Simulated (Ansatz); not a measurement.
The parent structure is HgSe in the zinc blende structure (space group F-43m, No. 216; a = 6.1333 Å).

One thing is altered: cell and atoms relaxed at a pressure of 15 GPa.

Levels (all Ansatz, an electronic-structure program, PAW): PBEsol (420 eV, no SOC); PBEsol+SOC (420 eV, spin-orbit coupling included).

The geometry is relaxed with PBEsol.

```
Quantity            Value
---------------  --------
PBEsol pressure  15.0 GPa
```

Question: What does PBEsol+SOC give at this geometry for the pressure?

Answer: The pressure shrinks by 0.9 GPa, from 15.0 GPa to 14.1 GPa.

Single points use the geometry relaxed with PBEsol. The mesh was chosen for an insulator and is coarse for the gapless case. The spin-orbit shifts are approximate. Load acts through the strain it causes; cell and atoms are relaxed under it. Whether these cells are dynamically stable was not tested. Tetrahedral semiconductors of this kind turn to denser phases somewhere between about 1 and 50 GPa; those were not computed, so compressed cells here can lie past the real transition. The runs without spin-orbit coupling are not spin-polarised.
